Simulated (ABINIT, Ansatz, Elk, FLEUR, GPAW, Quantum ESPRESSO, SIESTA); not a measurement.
Code comparison for SnSe2 (P-3m1, 3 atoms in the cell)

Self-consistent single point, at a second geometry (lattice scaled by 0.98). First geometry:

```yaml
crystal:
  lattice:
    - [3.82576, 0.00000, 0.00000]
    - [-1.91288, 3.31321, 0.00000]
    - [0.00000, 0.00000, 6.45864]
  atoms:
    - { symbol: Sn, position: [0.00000, 0.00000, 0.00000] }
    - { symbol: Se, position: [0.66667, 0.33333, 0.75710] }
    - { symbol: Se, position: [0.33333, 0.66667, 0.24290] }
```

Shared settings, as Ansatz (a quantum-chemistry and plane-wave program) writes them: kpoints.mp_grid.grid = 7 7 4; scf.occupations.method = fixed. Potentials and cutoffs stand in the table.

```csv
code,model,ΔF from the first geometry (meV/atom),pressure (GPa),largest force (eV/Å),gap on the mesh (eV),cutoff
ABINIT,"PBE, PAW (JTH v2.0 PBE PAW)",49.7,7.39,0.979,0.901,40 Ry
Quantum ESPRESSO,"PBE, SSSP 1.1.2 efficiency (PBE) pseudopotentials",51.1,7.61,1.005,0.899,40 Ry
FLEUR,"PBE, all-electron FLAPW (FLEUR), scalar-relativistic valence",57.4,–,1.075,0.949,Kmax 4.2 1/bohr
SIESTA,"GGA PBE, numerical atomic orbitals DZP, PseudoDojo PBE standard norm-conserving potentials (rewritten from UPF to PSML)",77.6,10.86,1.751,0.990,grid 350 Ry
Ansatz,"PBE, PAW files",49.7,7.45,0.976,0.907,30.9 Ry
GPAW,"PBE, GPAW PAW datasets PBE (gpaw-data 1.0.1)",47.9,7.18,0.945,0.917,550 eV
Elk,"PBE, all-electron FP-LAPW, Elk's shipped species files, APW+lo basis with extra local orbitals",51.6,–,0.857,0.908,rgkmax 8
```

A dash marks a value that a program does not give, or that is left out as unsure.

Gaps are read on the mesh.

The spread over the programs that give each value: ΔF from the first geometry within 29.7 meV/atom; pressure within 3.68 GPa; largest force within 0.894 eV/Å; gap on the mesh within 0.091 eV.

SIESTA uses small atom-centred bases, whose incompleteness enters pressures, forces and empty levels differently from a plane-wave cutoff. FLEUR and Elk treat all electrons, but the usual bases taken here (sphere radii, linearisation, local orbitals, empty states) were not tested for convergence, so the values are no reference for the others. Ansatz's pressure is given at a fixed set of plane waves, as the other plane-wave codes print theirs. In the pressure, SIESTA (by 3.44) lies more than 1 GPa from the median of the plane-wave programs. In the force vectors, FLEUR (by 0.097), SIESTA (by 0.773) and Elk (by 0.121) lie more than 0.08 eV/Å from the median of the plane-wave programs.

The starting cell comes from a database of computed structures (which also holds hypothetical and non-ambient phases and stackings), without a prior relaxation at this level. Its lattice was rescaled by a random factor within 2.5 % of one. For this run, on top of that: lattice scaled by 0.98.

Keys are those of Ansatz 0.2.
